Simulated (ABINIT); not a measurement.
**ABINIT run on BiPt (P6_3/mmc, 4 atoms in the cell): self-consistent single point**

Method of the run: LDA (PW92), PAW (JTH v2.0 LDA PAW) (plane waves; ABINIT).

The input file:

```
# BiPt, JTH v2.0 LDA PAW
pp_dirpath "./"
pseudos "Bi.LDA_PW-JTH.xml, Pt.LDA_PW-JTH.xml"
acell 4.3967616614 4.3967616614 5.5524730000 Angstrom
rprim
         1.0000000000    0.0000000179    0.0000000000
        -0.5000000155    0.8660253949    0.0000000000
         0.0000000000    0.0000000000    1.0000000000
natom 4
ntypat 2
znucl 83 78
typat 1 1 2 2
xcart
        -0.0000000857    4.7970159646    2.6231633211
         4.1543376448    2.3985080565    7.8694899633
         0.0000000000    0.0000000000    5.2463266422
         0.0000000000    0.0000000000    0.0000000000
ecut 21 Ha
pawecutdg 42 Ha
pawxcdev 0
occopt 3
tsmear 0.00367493
nband 33
kptopt 1
ngkpt 7 7 5
nshiftk 1
shiftk 0 0 0
nstep 60
tolvrs 1.0e-11
prtwf 0
prtden 0
enunit 1
```

Log, with long lists cut:

```
 Symmetries : space group P6_3/m m c (#194); Bravais hP (primitive hexag.)

 -outvars: echo values of preprocessed input variables --------
            acell      8.3086754116E+00  8.3086754116E+00  1.0492653330E+01 Bohr
             ecut      2.10000000E+01 Hartree
           enunit           1
              ixc       -1012
         kptrlatt        7    0    0      0    7    0      0    0    5
          kptrlen      5.24632667E+01
            natom           4
            nband          33
            ngfft          36      36      45
          ngfftdg          50      50      64
             nkpt          24
            nstep          60
             nsym          24
           ntypat           2
           occopt           3
        pawecutdg      4.20000000E+01 Hartree
         pawxcdev           0
            rprim      1.0000000000E+00  1.7900000000E-08  0.0000000000E+00
                      -5.0000001550E-01  8.6602539490E-01  0.0000000000E+00
                       0.0000000000E+00  0.0000000000E+00  1.0000000000E+00
          spgroup         194
           tolvrs      1.00000000E-11
           tsmear      3.67493000E-03 Hartree
            typat      1  1  2  2
           useylm           1
             xred      3.3333333114E-01  6.6666666444E-01  2.4999999782E-01
                       6.6666666447E-01  3.3333333111E-01  7.4999999782E-01
                      -2.1927740919E-09 -2.2282645173E-09  4.9999999782E-01
                      -2.1927740919E-09 -2.2282645173E-09 -2.1844781678E-09
            znucl       83.00000   78.00000

== DATASET  1 ==================================================================

 Real(R)+Recip(G) space primitive vectors, cartesian coordinates (Bohr,Bohr^-1):
 R(1)=  8.3086754  0.0000001  0.0000000  G(1)=  0.1203561  0.0694876  0.0000000
 R(2)= -4.1543378  7.1955239  0.0000000  G(2)= -0.0000000  0.1389753  0.0000000
 R(3)=  0.0000000  0.0000000 10.4926533  G(3)=  0.0000000  0.0000000  0.0953048
 Unit cell volume ucvol=  6.2730615E+02 bohr^3
 Angles (23,13,12)=  9.00000000E+01  9.00000000E+01  1.20000000E+02 degrees

 Coarse grid specifications (used for wave-functions):

 getcut: wavevector=  0.0000  0.0000  0.0000  ngfft=  36  36  45
         ecut(hartree)=     21.000   => boxcut(ratio)=   2.03279

 Fine grid specifications (used for densities):

 getcut: wavevector=  0.0000  0.0000  0.0000  ngfft=  50  50  64
         ecut(hartree)=     42.000   => boxcut(ratio)=   2.06331

   5.70098838E+03                                ecore*ucvol(ha*bohr**3)

_setup2: Arith. and geom. avg. npw (full set) are    2881.376    2881.361

--- !BeginCycle
solver: {iscf: 17, nstep: 60, nline: 4, wfoptalg: 10, }
tolerances: {tolvrs: 1.00E-11, }
...

     iter   Etot(hartree)      deltaE(h)  residm     nres2
 ETOT  1  -196.17974835209    -1.962E+02 3.756E+00 2.640E+01
 ETOT  2  -199.27971805489    -3.100E+00 1.125E-01 2.471E+01
 ETOT  3  -199.15075356152     1.290E-01 4.279E-02 2.524E+00
 ETOT  4  -199.15212161196    -1.368E-03 1.996E-02 1.289E+00
 ETOT  5  -199.14913225813     2.989E-03 4.386E-03 1.660E-01
 ETOT  6  -199.14975482915    -6.226E-04 5.995E-03 5.516E-02
   [... 11 lines left out ...]
 ETOT 18  -199.15017911996    -3.294E-11 5.108E-04 1.600E-08
 ETOT 19  -199.15017911998    -2.356E-11 3.658E-04 2.233E-10
 ETOT 20  -199.15017912001    -2.174E-11 2.433E-04 1.996E-10
 ETOT 21  -199.15017912001    -5.286E-12 1.713E-04 3.264E-11
 ETOT 22  -199.15017912001    -1.052E-12 1.067E-04 5.142E-12

 At SCF step   22       nres2   =  5.14E-12 < tolvrs=  1.00E-11 =>converged.

 Cartesian components of stress tensor (hartree/bohr^3)
  sigma(1 1)=  2.01782515E-04  sigma(3 2)=  0.00000000E+00
  sigma(2 2)=  2.01782512E-04  sigma(3 1)=  0.00000000E+00
  sigma(3 3)=  2.12552040E-04  sigma(2 1)= -3.14603170E-14

 ----iterations are completed or convergence reached----

 reduced coordinates (array xred) for    4 atoms
       0.333333331141      0.666666664438      0.249999997816
       0.666666664474      0.333333331105      0.749999997816
      -0.000000002193     -0.000000002228      0.499999997816
      -0.000000002193     -0.000000002228     -0.000000002184
 cartesian forces (eV/Angstrom) at end:
    1     -0.00000000000000     0.00000000000000    -0.00000000000000
    2      0.00000000000000    -0.00000000000000    -0.00000000000000
    3     -0.00000000000000    -0.00000000000000    -0.00000000000000
    4      0.00000000000000     0.00000000000000    -0.00000000000000
 frms,max,avg= 2.5141254E-26 5.3535268E-26   0.000E+00  0.000E+00  0.000E+00 e/A
 length scales=  8.308675411617  8.308675411617 10.492653330242 bohr
              =  4.396761661400  4.396761661400  5.552473000000 angstroms
 Fermi (or HOMO) energy (eV) =   8.02918   Average Vxc (eV)= -10.50529
 Eigenvalues (   eV  ) for nkpt=  24  k points:
 kpt#   1, nband= 33, wtk=  0.00408, kpt=  0.0000  0.0000  0.0000 (reduced coord)
 -14.83163  -14.83163  -14.79636  -14.79310  -14.79310  -14.78568  -14.78568  -14.77439
 -14.75255  -14.75255   -5.07299   -2.23182    2.11137    2.85455    2.95123    2.95123
   4.34961    4.34961    5.27027    5.27027    6.47289    6.47289    8.27940    8.27940
   9.05154    9.46455   10.33172   10.76090   11.30878   11.30878   13.74197   13.74197
  15.63883
 prteigrs : prtvol=0 or 1, do not print more k-points.

--- !EnergyTerms
comment             : Components of total free energy in Hartree
kinetic             :  2.51481423249227E+01
hartree             :  4.17096977659675E+01
xc                  : -1.07539534933662E+01
Ewald energy        : -1.67520647695311E+02
psp_core            :  9.08804802682541E+00
local_psp           : -1.42322074618759E+02
spherical_terms     :  4.55030018497326E+01
internal            : -1.99147785839987E+02
'-kT*entropy'       : -2.39422207428150E-03
total_energy        : -1.99150180062062E+02
total_energy_eV     : -5.41915199545688E+03
...

-Cartesian components of stress tensor (GPa)         [Pressure= -6.0423E+00 GPa]
- sigma(1 1)=  5.93664554E+00  sigma(3 2)=  0.00000000E+00
- sigma(2 2)=  5.93664548E+00  sigma(3 1)=  0.00000000E+00
- sigma(3 3)=  6.25349586E+00  sigma(2 1)= -9.25594325E-10

 Calculation completed.
```

The run converged in 22 iterations.

The starting cell comes from a database of computed structures (which also holds hypothetical and non-ambient phases and stackings), without a prior relaxation at this level. Its lattice was rescaled by a random factor within 2.5 % of one. Spin polarisation is off. With a pressure of about -6 GPa the cell is away from its equilibrium volume at this level.

Cost on one core of a shared machine: roughly 7 min.
